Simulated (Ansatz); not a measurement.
Ansatz (an electronic-structure program) run on InBi (P-6m2, 4 atoms in the cell): self-consistent single point.

Computed with PBE (plane waves, PAW; Ansatz).

The change in words: 1 x 2 x 1 supercell, mesh divided and rounded up; kpoints.mp_grid.grid: 9 9 8 → 9 5 8. Reference geometry:
```yaml
crystal:
  lattice:
    - [4.15875, 0.00000, 0.00000]
    - [-2.07938, 3.60159, 0.00000]
    - [0.00000, 0.00000, 4.05874]
  atoms:
    - { symbol: In, position: [0.00000, 0.00000, 0.00000] }
    - { symbol: Bi, position: [0.66667, 0.33333, 0.50000] }
```

Reference input (self-consistent single point, DFT, PBE, plane waves, default PAW files): basis.ecutwfc = 30.9 Ry; kpoints.mp_grid.grid = 9 9 8; hamiltonian.xc = pbe; hamiltonian.pseudopotentials = {kind: paw} (the program's default PAW files); scf.occupations.method = gaussian; scf.occupations.width = 0.01 Ry. This run's input differs from it in these lines:

Ansatz 0.2 input:
```diff
@@ -4,3 +4,3 @@
     - [4.15875300, 0.00000000, 0.00000000]
-    - [-2.07937600, 3.60158600, 0.00000000]
+    - [-4.15875200, 7.20317200, 0.00000000]
     - [0.00000000, 0.00000000, 4.05873700]
@@ -8,3 +8,5 @@
     - { symbol: In, position: [0.00000000, 0.00000000, 0.00000000] }
-    - { symbol: Bi, position: [0.66666700, 0.33333300, 0.50000000] }
+    - { symbol: In, position: [0.00000000, 0.50000000, 0.00000000] }
+    - { symbol: Bi, position: [0.66666700, 0.16666600, 0.50000000] }
+    - { symbol: Bi, position: [0.66666700, 0.66666600, 0.50000000] }
 basis:
@@ -12,3 +14,3 @@
 kpoints:
-  mp_grid: { grid: [9, 9, 8] }
+  mp_grid: { grid: [9, 5, 8] }
 hamiltonian:
```

The program printed (abridged):

```
SCF iter   1: F=—  HF=-35988.344431 eV  |F-HF|=—  |Δ(HF+E_count)|=         —  Δρ=1.39e-3  dr2=2.84e-3  ethr=1.77e-3  ⟨swp⟩=6.7  Hψ=17556  notcnv=0
all-band conjugate gradients solve this SCF's bands
preconditioner: auto → Kerker (q_TF=auto, 2.398 Å⁻¹)
SCF iter   2: F=—  HF=-35988.343892 eV  |F-HF|=—  |Δ(HF+E_count)|=   5.38e-4  Δρ=9.07e-4  dr2=1.40e-3  ethr=5.06e-6  ⟨swp⟩=2.0  Hψ=7893  notcnv=0
SCF iter   3: F=—  HF=-35988.344269 eV  |F-HF|=—  |Δ(HF+E_count)|=   3.76e-4  Δρ=3.21e-4  dr2=2.10e-4  ethr=2.49e-6  ⟨swp⟩=2.1  Hψ=5000  notcnv=0
SCF iter   4: F=—  HF=-35988.344223 eV  |F-HF|=—  |Δ(HF+E_count)|=   4.56e-5  Δρ=1.69e-4  dr2=4.05e-5  ethr=3.76e-7  ⟨swp⟩=2.1  Hψ=4899  notcnv=0
SCF iter   5: F=—  HF=-35988.344226 eV  |F-HF|=—  |Δ(HF+E_count)|=   3.24e-6  Δρ=4.15e-5  dr2=1.87e-6  ethr=7.24e-8  ⟨swp⟩=2.0  Hψ=7011  notcnv=0
SCF iter   6: F=—  HF=-35988.344228 eV  |F-HF|=—  |Δ(HF+E_count)|=   1.48e-6  Δρ=1.62e-5  dr2=2.64e-7  ethr=3.34e-9  ⟨swp⟩=2.0  Hψ=4711  notcnv=0
SCF iter   7: F=-35988.344228 eV  HF=-35988.344228 eV  |F-HF|=1.09e-9  |Δ(HF+E_count)|=   2.64e-9  Δρ=2.17e-6  dr2=9.84e-9  ethr=1.79e-10  ⟨swp⟩=8.3  Hψ=17406  notcnv=0
SCF 1 converged in 7 iterations: F = -35988.344228 eV  dr2 = 9.84e-9
Free energy (F): -35988.344228 eV
Internal energy: -35988.322922 eV  (E = F + TS)
E sigma→0 (E₀):  -35988.333575 eV
Entropy (-TS):   -0.021306 eV (-5.326 meV/atom)
Fermi energy:    9.993960 eV
--- Forces (eV/Å), atoms counted from 1 ---
  atom   1  In    -0.00078693     0.00570996     0.00000000
  atom   2  In    -0.00078693     0.00570996     0.00000000
  atom   3  Bi     0.00078932    -0.00570895     0.00000000
  atom   4  Bi     0.00078932    -0.00570895     0.00000000
--- Stress (GPa, compression-positive) ---
        2.364985      -0.001296       0.000000
       -0.001296       2.364487       0.000000
        0.000000       0.000000       2.799953
  P = ⅓ Tr σ = 2.5098 GPa (25.098 kbar)
  The stress holds the Pulay correction. Without it, at fixed plane waves, as pw.x and ABINIT print it: P = 2.4737 GPa
```

The run converged in 7 iterations. Against the reference run the free energy rises by 2.1 meV/atom, the pressure stays at 2.51 GPa and the largest force goes from 0.000 to 0.006 eV/Å.

The starting cell was generated: these elements placed on a structure prototype, without a prior relaxation; it need not be a known phase or ordering of this composition. Its lattice was rescaled by a random factor within 2.5 % of one. Ansatz's pressure includes its estimate of the finite-basis (Pulay) stress.

The mesh has a lower symmetry than the crystal, so small forces and shears that the space group forbids can appear.

Cost on one core of a shared machine: roughly 60 s.
